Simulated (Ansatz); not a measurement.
## BAs, response to strain

The reference is BAs in the zinc blende structure (space group F-43m, No. 216; a = 4.732 Å).

Strains are applied to the cell and any free atomic positions relax.

Method: plane-wave PAW DFT at the LDA level (Ansatz, an electronic-structure program, 420 eV), scalar-relativistic without spin-orbit coupling.

| isotropic strain (%) | pressure (GPa) |
|---|---|
| -2 | 10.1 |
| -1.5 | ? |
| -1 | 4.7 |
| -0.5 | 2.3 |
| 0 | 0.0 |
| 1 | -4.1 |
| 1.5 | -6.0 |
| 2.5 | -9.4 |
| 3 | -10.9 |

Q: Fit P = P₀ − Bδ + Cδ² with δ = (1 + ε)³ − 1 to the rows shown and predict the withheld row.

A: Least squares on the printed values gives P₀ = 0.0 GPa, B = 149 GPa, C = 345 GPa (largest residual 0.1 GPa); this predicts 7.3 GPa, and the run gives 7.3 GPa, in agreement.

Whether these cells are dynamically stable was not tested.
